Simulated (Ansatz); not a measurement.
Start from GaN in the zinc blende structure (space group F-43m, No. 216; a = 4.5485 Å). Axes: x, y, z lie along the cube axes.

Calculations: plane-wave PAW DFT at the PBE level (Ansatz, a first-principles code, 420 eV), spin-orbit coupling left out.

It is then changed as follows: every lattice vector is shortened by 2.00 %, atoms relaxed at fixed cell.

**Question.** Predict the stress tensor and what it implies for the stiffness.

**Answer.** Stress of the strained cell less that of the base (GPa, compression positive):
```
  11.92    0.00    0.00
   0.00   11.92    0.00
   0.00    0.00   11.92
```

Then B = −ΔP/(ΔV/V₀) with ΔV/V₀ = -0.0588 gives secant stiffness values (nonlinear terms included at this strain): B ≈ 203 GPa.

As a check, the harmonic strain energy −½ V₀ Δσ:ε is 26 meV/atom; the computed energy rise is 24 meV/atom.

Stability against distortions was not tested. This is not the structure that GaN has at room temperature and ambient pressure.
